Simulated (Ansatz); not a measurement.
# How the smallest direct gap on the k points sampled of GaAlAs₂ (model structure, P-4m2, No. 115, 4 atoms in the cell) moves with the method

No measured value is used here.

```csv
level (code),value (eV)
LDA (Ansatz),0.89
PBEsol+SOC (Ansatz),0.91
r²SCAN+SOC (Ansatz),1.46
HSE06+SOC (Ansatz),1.82
PBE0 (Ansatz),2.54
```

At these levels the smallest gap is indirect and lower: r²SCAN+SOC 1.38, HSE06+SOC 1.75, PBE0 2.48 eV. Computed values are for a static lattice. Levels without +SOC have no spin–orbit coupling; where heavier elements are present it shifts gaps, mostly down, and can invert bands.  Values are at the PBEsol cell. Cutoffs and k meshes differ between the levels. Ansatz's density-functional and Hartree–Fock values are scalar-relativistic unless marked +SOC, with PAW data made under PBE.

A model structure was made by putting elements into a prototype or built by hand; it is no filed structure, need not be a known phase, and can be a saddle point held by its symmetry.

Ansatz is an electronic-structure program.
